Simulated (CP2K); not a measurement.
Band structure of Mg3Sb2 (P-3m1, 5 atoms in the cell).

```
Mg3Sb2
1.0
    4.56000     0.00000     0.00000
   -2.28000     3.94908     0.00000
    0.00000     0.00000     7.23000
Mg Sb
3 2
Direct
  0.00000   0.00000   0.00000
  0.33333   0.66667   0.63400
  0.66667   0.33333   0.36600
  0.33333   0.66667   0.22800
  0.66667   0.33333   0.77200
```

Method of the run: PBE, GPW, DZVP-MOLOPT-SR-GTH basis, GTH-PBE potentials (GTH_POTENTIALS) (CP2K 2026.2).

Settings: CUTOFF = 1000 Ry; REL_CUTOFF = 50 Ry; SMEAR/METHOD = FERMI_DIRAC; ELECTRONIC_TEMPERATURE = 232.09 K; KPOINTS/SCHEME = MONKHORST-PACK 5 5 3; XC_FUNCTIONAL = PBE; Mg/BASIS_SET = DZVP-MOLOPT-SR-GTH-q10; Mg/POTENTIAL = GTH-PBE-q10; Sb/BASIS_SET = DZVP-MOLOPT-SR-GTH-q5; Sb/POTENTIAL = GTH-PBE-q5; METHOD = GPW; EPS_DEFAULT = 1e-10; EXTRAPOLATION = USE_GUESS; NGRIDS = 5.

The starting cell has typed, rounded lattice constants, without a prior relaxation at this level. Spin-orbit coupling is off. Values carry the incompleteness of an atom-centred basis. The run gives no clean gap (levels at the Fermi energy touch, overlap or are partly filled at this smearing), which alone does not show that the compound is a metal.

Levels in eV from the Fermi level, bands 17 to 22:
| point | 17 | 18 | 19 | 20 | 21 | 22 |
|---|---|---|---|---|---|---|
| Γ | -1.08 | -0.36 | -0.36 | 0.03 | 1.08 | 1.22 |
| M | -3.34 | -2.38 | -2.28 | -0.88 | 0.43 | 2.03 |
| K | -3.70 | -2.63 | -2.63 | -2.60 | 0.31 | 4.52 |
| A | -0.78 | -0.78 | -0.67 | -0.67 | 1.86 | 1.90 |
| L | -1.88 | -1.72 | -1.70 | -1.54 | 0.38 | 1.71 |
| H | -4.09 | -3.47 | -1.00 | -1.00 | 1.94 | 1.94 |

Bands cross the Fermi level along this path, so the cell is metallic at this level.

Higher empty bands are left out: an atom-centred basis made for the valence describes them poorly.
